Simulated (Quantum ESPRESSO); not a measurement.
Quantum ESPRESSO is run on K₃Ba (Fm-3m, 4 atoms in the cell), and the run fails. The aim is a zone-centre phonon calculation with DFT, LDA (PZ), plane waves, GBRV 1.5 ultrasoft (LDA) pseudopotentials.

The self-consistent step had converged with these keywords: prefix = scf; ecutwfc = 40 Ry; ecutrho = 200 Ry; occupations = smearing; smearing = gauss; degauss = 0.0147 Ry; potentials = {K: k_lda_v1.4.uspp.F.UPF, Ba: ba_lda_v1.uspp.F.UPF}; K_POINTS = automatic 4 4 4 0 0 0; conv_thr = 1e-08 Ry. The next shown step is ph.x.

The input file:

```fortran
phonons at the zone centre
&INPUTPH
   prefix = 'pwscf'
   outdir = './out'
   tr2_ph = 1.0d-14
   fildyn = 'dyn.G'
/
0.0 0.0 0.0
```

Output, abridged:

```
     Reading xml data from directory:

     ./out/pwscf.save/
     Message from routine qexsd_readschema :
     xml data file ./out/pwscf.save/data-file-schema.xml not found

 %%%%%%%%%%%%%%%%%%%%%%%%%%%%%%%%%%%%%%%%%%%%%%%%%%%%%%%%%%%%%%%%%%%%%%%%%%%%%%
     Error in routine read_xml_file (1):
     fatal error reading xml file
 %%%%%%%%%%%%%%%%%%%%%%%%%%%%%%%%%%%%%%%%%%%%%%%%%%%%%%%%%%%%%%%%%%%%%%%%%%%%%%

     stopping ...
```

### Question
Read the log: what does the program object to, and what is the fix?

### Answer
The fault is another prefix in a later step of the chain. A later step finds the saved data by prefix and folder. To fix it, use one prefix throughout. The program stopped in the step ph.x before computing anything there.

On the sound input: the starting cell comes from a database of computed structures (which also holds hypothetical and non-ambient phases and stackings), without a prior relaxation at this level. Its lattice was rescaled by a random factor within 2.5 % of one.
